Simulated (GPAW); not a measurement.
Input and output of a self-consistent single point for LuBPd₃ (Pm-3m, 5 atoms in the cell) (GPAW).

Method of the run: LDA (Perdew-Wang 92), GPAW PAW datasets LDA (gpaw-data 1.0.1) (plane waves; GPAW).

```xyz
5
Lattice="4.2861 0.0000 0.0000 0.0000 4.2861 0.0000 0.0000 0.0000 4.2861" Properties=species:S:1:pos:R:3 pbc="T T T"
Lu     0.0000     0.0000     0.0000
B      2.1431     2.1431     2.1431
Pd     0.0000     2.1431     2.1431
Pd     2.1431     0.0000     2.1431
Pd     2.1431     2.1431     0.0000
```

Reference input (self-consistent single point, DFT LDA (Perdew-Wang 92), plane waves, GPAW PAW datasets LDA (gpaw-data 1.0.1)): mode = pw; ecut = 950 eV; xc = LDA; kpts = 5 5 5; mesh shift (steps) = 0 0 0; occupations.name = methfessel-paxton; occupations.width = 0.2 eV; occupations.order = 0; nbands = -13; convergence.density = 1e-05 e/electron; convergence.energy = 1e-05 eV/electron; symmetry.symmorphic = false. This run's input differs from it in these lines:

```diff
@@ -18,3 +18,3 @@
             kpts=(5, 5, 5),
-            occupations={'name': 'methfessel-paxton', 'width': 0.2, 'order': 0},
+            occupations={'name': 'methfessel-paxton', 'width': 0.002, 'order': 0},
             nbands=-13,
```

The program printed (abridged):

```
     iter     time        total  log10-change:
                         energy   eigst   dens
iter:   1 --:--:--   -39.336904
iter:   2 --:--:--   -36.272085   -1.33  -1.15
iter:   3 --:--:--   -31.210518   -0.51  -1.24
iter:   4 --:--:--   -31.067114   -2.06  -1.76
iter:   5 --:--:--   -30.911994   -2.59  -1.80
   [... 2 lines left out ...]
iter:   8 --:--:--   -30.752739   -2.78  -2.40
iter:   9 --:--:--   -30.753504   -3.35  -2.80
iter:  10 --:--:--   -30.748901   -3.57  -2.81
iter:  11 --:--:--   -30.748396   -4.50  -3.27
iter:  12 --:--:--   -30.748418c  -5.39  -3.62
iter:  13 --:--:--   -30.748366c  -5.96  -3.60
iter:  14 --:--:--   -30.748380c  -6.07  -3.58
iter:  15 --:--:--   -30.748365c  -6.56  -3.69
iter:  16 --:--:--   -30.748384c  -4.96  -3.72
iter:  17 --:--:--   -30.748333c  -6.12  -4.04
iter:  18 --:--:--   -30.748326c  -6.46  -4.28
iter:  19 --:--:--   -30.748325c  -6.67  -4.38
iter:  20 --:--:--   -30.748324c  -7.35  -4.47
iter:  21 --:--:--   -30.748322c  -7.40  -4.54
iter:  22 --:--:--   -30.748321c  -8.12c -4.64
iter:  23 --:--:--   -30.748321c  -8.86c -4.75
iter:  24 --:--:--   -30.748321c  -7.67c -4.77
iter:  25 --:--:--   -30.748321c  -9.33c -5.28c
Converged after 25 iterations.

Dipole moment: (-0.000000, -0.000000, -0.000000) |e|*Ang

Energy contributions relative to reference atoms: (reference = -808004.007651)

Kinetic:        -10.405692
Potential:       -4.719012
External:        +0.000000
XC:             -15.015847
Entropy (-ST):   -0.000048
Local:           -0.607745
SIC:             +0.000000
--------------------------
Free energy:    -30.748345
Extrapolated:   -30.748321

Showing only first 2 kpts
 Kpt  Band  Eigenvalues  Occupancy
  0    36      8.04366    2.00000
  0    37      8.04366    2.00000
  0    38      8.04366    2.00000
  0    39     11.60032    0.00000

  1    36      7.93249    2.00000
  1    37      9.18444    2.00000
  1    38      9.18444    2.00000
  1    39     11.52536    0.00000

Fermi level: 9.52291

No gap
   [... lines left out ...]
Energy (eV): -30.748321

Forces in eV/Ang:
  0 Lu    0.00000    0.00000    0.00000
  1 B     0.00000   -0.00000    0.00000
  2 Pd   -0.00000   -0.00000    0.00000
  3 Pd    0.00000   -0.00000    0.00000
  4 Pd    0.00000   -0.00000   -0.00000

Stress tensor:
     0.065658     0.000000     0.000000
     0.000000     0.065658     0.000000
     0.000000     0.000000     0.065658
Stress (GPa, Voigt): [10.5196 10.5196 10.5196  0.      0.      0.    ]
```

The run converged in 25 iterations. GPAW prints stress with tension positive. Against the reference run the free energy rises by 7.7 meV/atom.

At such cutoffs GPAW's stress carries a finite-basis (Pulay) error, which enters relaxed cells too; its log prints stress with tension positive.

The starting cell comes from a database of computed structures (which also holds hypothetical and non-ambient phases and stackings), without a prior relaxation at this level. Spin polarisation is off.

Cost on one core of a shared machine: roughly 90 s.
